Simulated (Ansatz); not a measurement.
Input:

End structure of a constructed model of the (111)B surface of 3C silicon carbide, C-terminated, (√3x√3)R30° Ga adatom at T4 (bottom of the slab: 3 H on 3 bottom sites):

```xyz
28
Lattice="4.6457 2.6822 0.0000 -4.6457 2.6822 0.0000 0.0000 0.0000 27.5000" Properties=species:S:1:pos:R:3 pbc="T T T"
Si    -1.5486     0.8941     9.4818
Si     1.5486     0.8941     9.4818
Si     0.0000     3.5763     9.4818
C     -3.0971     1.7881    10.1140
C      0.0000     1.7881    10.1140
C      3.0971     1.7881    10.1140
Si    -3.0942     1.7864    12.0093
Si    -0.0029     1.7864    12.0093
Si     3.0971     1.7915    12.0093
C      0.0098    -0.0057    12.6385
C     -1.5486     2.6935    12.6385
C      1.5387     2.6765    12.6385
Si     0.0343    -0.0198    14.5417
Si    -1.5486     2.7218    14.5417
Si     1.5142     2.6624    14.5417
C     -1.5486     0.8941    15.0211
C      1.5486     0.8941    15.2249
C      0.0000     3.5763    15.2249
Si    -1.5486     0.8941    16.8405
Si     1.5486     0.8941    17.2262
Si     0.0000     3.5763    17.2262
C     -3.0184     1.7427    17.6925
C     -0.0787     1.7427    17.6925
C      3.0971     1.8791    17.6925
H     -1.5486     0.8941     7.9815
H      1.5486     0.8941     7.9819
H      0.0000     3.5763     7.9819
Ga    -1.5486     0.8941    19.1035
```

Slab: 28 atoms, 11.5 Å thick at the start with caps and adatoms (thin: gaps and levels are the slab's own); k 6x6x1, smearing 0.025 eV, dipole-corrected; single point; on the structure that PBE left under its start's symmetry; no spin, no spin-orbit, no U. In PBE it lies 0.17 eV a 1x1 cell over the lowest computed structure of the same composition ((√3x√3)R30° Ga adatom at H3).

Task: Estimate the highest filled level below the top vacuum level that r2SCAN, at the PBE geometry run with Ansatz (a program for electronic structure) returns for this input.

Result: 4.62 eV

Task: Predict the gap of the slab on its k-mesh from r2SCAN, at the PBE geometry.

Result: 0.94 eV
